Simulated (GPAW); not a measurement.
Input and output of a self-consistent single point for Ti2H (P1, 6 atoms in the cell) (GPAW).

Computed with LDA (Perdew-Wang 92), GPAW PAW datasets LDA (gpaw-data 1.0.1) (plane waves; GPAW 25.7.0).

```yaml
crystal:
  lattice:
    - [4.22920, 0.00000, 0.00000]
    - [0.00000, 4.22920, 0.00000]
    - [0.00000, 0.00000, 4.22920]
  atoms:
    - { symbol: Ti, position: [0.25500, 0.74848, 0.25423] }
    - { symbol: Ti, position: [0.74771, 0.75199, 0.74684] }
    - { symbol: Ti, position: [0.74368, 0.25479, 0.25198] }
    - { symbol: Ti, position: [0.24889, 0.25135, 0.74758] }
    - { symbol: H, position: [0.00196, 0.00233, 0.99603] }
    - { symbol: H, position: [0.50277, 0.49106, 0.50333] }
```

Reference input (self-consistent single point, DFT PBEsol, plane waves, GPAW PAW datasets PBEsol (made by gpaw-setup)): mode = pw; ecut = 800 eV; xc = PBEsol; kpts = 5 5 5; mesh shift (steps) = 0 0 0; occupations.name = fermi-dirac; occupations.width = 0.1 eV; nbands = -10; convergence.density = 1e-05 e/electron; symmetry.symmorphic = false; symmetry.tolerance = 0.0005; maxiter = 120. This run's input differs from it in these lines:

```diff
@@ -17,3 +17,3 @@
 calc = GPAW(mode={'name': 'pw', 'ecut': 800},
-            xc='PBEsol',
+            xc='LDA',
             kpts=(5, 5, 5),
```

Its files differ too (potentials: GPAW PAW datasets LDA (gpaw-data 1.0.1)).

Output, abridged:

```
     iter     time        total  log10-change:
                         energy   eigst   dens
iter:   1 --:--:--   -40.186215
iter:   2 --:--:--   -39.852423   -1.17  -1.31
iter:   3 --:--:--   -39.659292   +0.40  -1.33
iter:   4 --:--:--   -38.919249   -0.93  -1.56
iter:   5 --:--:--   -38.518286   -1.69  -1.68
   [... 8 lines left out ...]
iter:  14 --:--:--   -38.241975   -0.63  -1.59
iter:  15 --:--:--   -38.318074   -1.03  -2.42
iter:  16 --:--:--   -38.275749   -2.28  -2.26
iter:  17 --:--:--   -38.276048   -2.99  -2.88
iter:  18 --:--:--   -38.275818c  -3.49  -2.96
iter:  19 --:--:--   -38.280561c  -2.60  -3.12
iter:  20 --:--:--   -38.278995c  -3.85  -2.82
iter:  21 --:--:--   -38.275480c  -2.92  -2.86
iter:  22 --:--:--   -38.275757c  -4.43  -3.47
   [... 7 lines left out ...]
iter:  30 --:--:--   -38.275823c  -6.14  -4.08
iter:  31 --:--:--   -38.275750c  -5.23  -4.27
iter:  32 --:--:--   -38.275815c  -5.86  -4.08
iter:  33 --:--:--   -38.275784c  -6.61  -4.53
iter:  34 --:--:--   -38.275791c  -7.55c -4.65
iter:  35 --:--:--   -38.275801c  -7.03  -4.82
iter:  36 --:--:--   -38.275791c  -7.51c -5.02c
Converged after 36 iterations.

Dipole moment: (-0.163214, -0.006740, 0.188683) |e|*Ang

Energy contributions relative to reference atoms: (reference = -92720.054154)

Kinetic:        +26.736352
Potential:      -27.717049
External:        +0.000000
XC:             -37.202037
Entropy (-ST):   -0.202510
Local:           +0.008198
SIC:             +0.000000
--------------------------
Free energy:    -38.377046
Extrapolated:   -38.275791

Showing only first 2 kpts
 Kpt  Band  Eigenvalues  Occupancy
  0    23      6.06153    2.00000
  0    24      8.15712    0.00660
  0    25      8.16291    0.00623
  0    26      8.17061    0.00577

  1    23      6.24962    2.00000
  1    24      7.96599    0.04377
  1    25      8.32755    0.00120
  1    26      8.33755    0.00109

Fermi level: 7.58602

No gap
   [... lines left out ...]
  0 Ti   -0.27181    0.20146   -0.24110
  1 Ti    0.15931    0.09251    0.19143
  2 Ti    0.43540   -0.39331   -0.35939
  3 Ti   -0.12916   -0.14314    0.19035
  4 H    -0.08322   -0.06825    0.20407
  5 H    -0.11049    0.31074    0.01463

Stress tensor:
     0.043558    -0.002430     0.004696
    -0.002430     0.043877    -0.000522
     0.004696    -0.000522     0.043657
Stress (GPa, Voigt): [ 6.9788  7.0299  6.9947 -0.0836  0.7524 -0.3894]
```

The run converged in 36 iterations. GPAW prints stress with tension positive. Against the reference run the pressure goes from -3.19 to -7.00 GPa and the largest force goes from 0.720 to 0.688 eV/Å.

The starting cell comes from a database of computed structures (which also holds hypothetical and non-ambient phases and stackings), without a prior relaxation at this level. Its atoms were displaced at random from the sites of space group no. 224. Spin polarisation is off. With a pressure of about -7 GPa the cell is away from its equilibrium volume at this level.

Cost on one core of a shared machine: roughly 2 min.
